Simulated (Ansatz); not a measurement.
## Response to strain in Ga2O3

The parent structure is Ga2O3 in the corundum structure (space group R-3c, No. 167; a = 5.000 Å, c = 13.449 Å (hexagonal axes)). Axes: x lies along a and z along c of the hexagonal cell.

Strains are applied to the cell and any free atomic positions relax; under biaxial strain the out-of-plane vector relaxes too.

Method: plane-wave PAW DFT at the PBEsol level (Ansatz, a first-principles code, 420 eV), without spin-orbit coupling.

Notes on the quantities. energy relative to the base: free energy F.

```csv
"biaxial strain, plane normal [001], relaxed out of plane (%)",energy relative to the base (meV/atom)
0,0.0
0.75,1.6
1.5,?
2.25,13.6
3,23.8
```

Q: Fit ΔE = Aε² + Bε³ (ε in %) to the rows shown and predict the withheld row.

A: Least squares on the printed values gives A = 2.82 and B = -0.060 meV/atom (largest residual 0.0 meV/atom); this predicts 6.2 meV/atom, and the run gives 6.1 meV/atom, in agreement.

Whether these cells are dynamically stable was not tested.
